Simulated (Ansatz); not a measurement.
Short convergence ladders for Pd (P-3m1, 2 atoms in the cell)

```xyz
2
Lattice="2.7753 0.0000 0.0000 -1.3877 2.4035 0.0000 0.0000 0.0000 4.6150" Properties=species:S:1:pos:R:3 pbc="T T T"
Pd     1.3877     0.8012     3.5113
Pd     0.0000     1.6023     1.1538
```
Moments meant for the start (each program seeds them in its own way; μB, in the order of the atoms Pd Pd): 1.0 1.0.

Base method: LDA (PW92), default PAW files made with PBE (plane waves; Ansatz, a quantum-chemistry and plane-wave program).

Base settings: basis.ecutwfc = 420 eV; kpoints.mp_grid.grid = 14 14 7; hamiltonian.xc = lda; hamiltonian.pseudopotentials = {kind: paw} (the program's default PAW files); magnetization.spin_polarized = true; scf.occupations.method = fermi_dirac; scf.occupations.width = 0.1 eV.

**The width of Gaussian smearing**

In this ladder: kpoints.mp_grid.grid = 23 23 12; scf.occupations.method = gaussian.

Narrow widths need finer meshes than wide ones, so the last steps can hold mesh noise.

Only quantities that move along the ladder and can be compared are tabulated; pressure and forces are left out, as mesh noise rules them at narrow widths.

| scf.occupations.width | free energy less the last step's (meV/atom) | energy extrapolated to zero width less the last step's (meV/atom) | net moment (μB/atom) |
|---|---|---|---|
| 1 eV | -364.38 | -85.92 | 0.000 |
| 0.5 eV | -123.44 | -25.12 | 0.000 |
| 0.3 eV | -51.96 | -6.86 | 0.000 |
| 0.2 eV | -24.00 | -0.85 | 0.000 |
| 0.1 eV | -4.45 | 0.38 | 0.271 |
| 0.05 eV | 0.00 | 0.00 | 0.355 |

Widest scf.occupations.width that holds the net moment within 0.05 μB/atom: not settled: the last two steps still differ by 0.085 μB/atom, over half the tolerance, so the ladder does not show it.

Widest scf.occupations.width that holds the energy extrapolated to zero width within 2 meV/atom of the last step, with all finer ones: 0.2 eV; the step before is off by 6.9 meV/atom.

Widest scf.occupations.width that holds the free energy within 5 meV/atom: not settled: the last two steps still differ by 4.4 meV/atom, over half the tolerance, so the ladder does not show it.

The extrapolation to zero width removes most of the smearing's effect on the energy.

**The width of cold smearing**

In this ladder: kpoints.mp_grid.grid = 23 23 12; scf.occupations.method = cold.

Narrow widths need finer meshes than wide ones, so the last steps can hold mesh noise.

Only quantities that move along the ladder and can be compared are tabulated; pressure and forces are left out, as mesh noise rules them at narrow widths.

| scf.occupations.width | free energy less the last step's (meV/atom) | net moment (μB/atom) |
|---|---|---|
| 0.5 eV | 2.68 | 0.000 |
| 0.3 eV | 2.32 | 0.000 |
| 0.2 eV | 2.33 | 0.236 |
| 0.1 eV | 0.64 | 0.364 |
| 0.05 eV | 0.00 | 0.376 |

Widest scf.occupations.width that holds the net moment within 0.05 μB/atom of the last step, with all finer ones: 0.1 eV; the step before is off by 0.14 μB/atom.

Widest scf.occupations.width that holds the free energy within 2 meV/atom of the last step, with all finer ones: 0.1 eV; the step before is off by 2.3 meV/atom.

Two neighbours can agree and both be off: 0.3 eV and 0.2 eV differ by 0.01 meV/atom in the free energy, yet lie about 2.3 meV/atom from the last step.

On the base run: the starting cell comes from a database of computed structures (which also holds hypothetical and non-ambient phases and stackings), without a prior relaxation at this level. Its lattice was rescaled by up to half a per cent. One atom was moved a little off its site on purpose. The starting moments vanished: the run ended non-magnetic. The program warned that a starting moment was not kept. In the base run, with a pressure of about -14 GPa the cell is away from its equilibrium volume at this level. Ansatz's pressure includes its estimate of the finite-basis (Pulay) stress.

Left out of this page: 4 runs of the series outside the window shown, repeating another row's setting, or not comparable; 1 run of the series unsound by tests on forces, stress, charge or solver warnings.

Keys are those of Ansatz 0.2.
